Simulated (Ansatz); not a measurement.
# BiSb in the CsCl type structure (space group Pm-3m, No. 221; a hypothetical phase, not in the database extracts checked)

```cif
data_BiSb
_chemical_formula_sum 'Bi1 Sb1'
_space_group_name_H-M_alt 'Pm-3m'
_space_group_IT_number 221
_space_group_name_Hall '-P 4 2 3'
_cell_length_a 3.89199
_cell_length_b 3.89199
_cell_length_c 3.89199
_cell_angle_alpha 90.000
_cell_angle_beta 90.000
_cell_angle_gamma 90.000
loop_
_atom_site_label
_atom_site_type_symbol
_atom_site_symmetry_multiplicity
_atom_site_Wyckoff_symbol
_atom_site_fract_x
_atom_site_fract_y
_atom_site_fract_z
_atom_site_occupancy
Bi1 Bi 1 a 0.00000 0.00000 0.00000 1
Sb1 Sb 1 b 0.50000 0.50000 0.50000 1
```

Level of theory: PBE (Ansatz, a program for electronic structure), no spin-orbit coupling. Settings: 12×12×12 k-points, 0.05 eV Fermi–Dirac smearing.

The volume per atom is 29.48 Å³ and the density comes out as 9.32 g/cm³. The band gap is zero. The total energy is -9440.341 eV/atom (σ→0; compares only within this code and set-up).

Whether these cells are dynamically stable was not tested. The final runs are not spin-polarised.
